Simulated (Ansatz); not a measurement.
Start from Bi$_{2}$Se$_{3}$ in the Bi2Te3 type structure (space group R-3m, No. 166; a = 4.1443 Å, c = 28.4480 Å (hexagonal axes)).

Calculations: PBE-D3(BJ) (Ansatz, a quantum-chemistry and plane-wave program; PAW; 420 eV plane waves; no spin-orbit coupling).

Modification: every Se is replaced by Te, then cell and atoms are relaxed.

Measured lattice parameter a: Bi2Se3 4.143 Å (temperature not stated; as listed in Xin Luo, Michael B. Sullivan, Su Ying Quek, Physical Review B (2012)); Bi2Te3 4.386 Å (temperature not stated; as listed in Xin Luo, Michael B. Sullivan, Su Ying Quek, Physical Review B (2012)).

How well does PBE-D3(BJ) reproduce the measured shift?

With PBE-D3(BJ) the lattice parameter a moves by +0.243 Å (4.144 → 4.387) against +0.243 Å measured.

No phonon test of stability was made.
